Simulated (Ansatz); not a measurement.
Phonon-limited transport in metals: Hf (P6_3/mmc) under several functionals (Ansatz, a first-principles code, without spin-orbit coupling). The PBE cell:

```
Hf
1.0
    3.20490     0.00000     0.00000
   -1.60245     2.77552     0.00000
    0.00000     0.00000     5.06827
Hf
2
Direct
  0.33333   0.66667   0.25000
  0.66667   0.33333   0.75000
```

```csv
Functional,cell relaxed with,volume (Å³/atom),resistivity at 300 K,mean free path at 300 K,electron-phonon coupling λ,logarithmic mean phonon energy
LDA,LDA,20.84,33 μΩ·cm,4.6 nm,0.47,10.7 meV
PBE,PBE,22.54,30 μΩ·cm,5.2 nm,0.38,10.9 meV
PBEsol,PBEsol,21.61,30 μΩ·cm,5.1 nm,0.41,10.9 meV
```

For the resistivity at 300 K, PBE gives 30 μΩ·cm and PBEsol 30 μΩ·cm: the two agree within 2 %.

The PBE and PBEsol rows stand on cells whose volumes differ by 4.3 %, so the difference holds the effect of the cell as well as that of the functional.

Metals; harmonic phonons alone scatter; means over directions. The mean free path is weighted by the current that each state carries. Halving the electron mesh moves these values by up to 5 %; q meshes are mostly untested. Spin-orbit coupling is left out.
